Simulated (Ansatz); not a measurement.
## TiO2: transverse stress against strain

TiO2 (anatase, I4_1/amd, 11.017 Å³/atom at rest, c along z) under a strain ε along c (axis z), the other axes held. LDA in Ansatz, a plane-wave DFT program (PAW, default set), 420 eV, 12×12×12 Γ-centred mesh, Fermi-Dirac smearing 0.05 eV; ions are relaxed within the symmetry of each cell. Stress is positive for a compressed cell.

Here s stands for strain and y for stress xx.

| strain (%) | stress xx (GPa) |
|---|---|
| -3.00 | ? |
| -1.20 | 1.94 |
| -0.60 | 0.96 |
| 0.00 | 0.00 |
| 0.60 | -0.96 |
| 1.20 | -1.89 |

Q: Using a straight line, estimate the missing y at s = -3.00 from the other rows, showing the fit.

A: Means: s 0, y 0.010. About the means, the sum of products is -5.7480 and the sum of squares of s is 3.6000; the slope is their ratio. Least squares gives y = 0.010 - 1.5967·s. Residuals (row less fit): 0.014, -0.008, -0.010, -0.012, 0.016; standard error 0.016 (degrees of freedom: 3). The slope gives the elastic constant C13 = 160 ± 0.8 GPa. At the withheld row, y = 0.010 - 1.5967 × (-3.0) = 4.800 GPa. The calculation gives 4.98 GPa, 0.180 GPa above the prediction (2.6 % of the range of y in the table). The row lies outside the fitted rows, so this is an extrapolation. From the scatter of the fitted rows alone, a prediction at this place has a standard error of 0.031 GPa, so the miss is 5.8 times that.

One order more, fitted to all 11 runs of the series, follows each within 0.01, so the miss is the next term of a smooth law. The primitive cell can neither tilt nor turn polar against its symmetry, as such crystals can under strain. TiO2 is here one of several forms; rutile is the usual stable one. Rows are the converged runs of the series near zero and its far end; series whose fitted rows scatter by over a few per cent of the range, as at a crossing or softening among them, aren't shown in this form. Most that stay on the fit to the last digits aren't either.
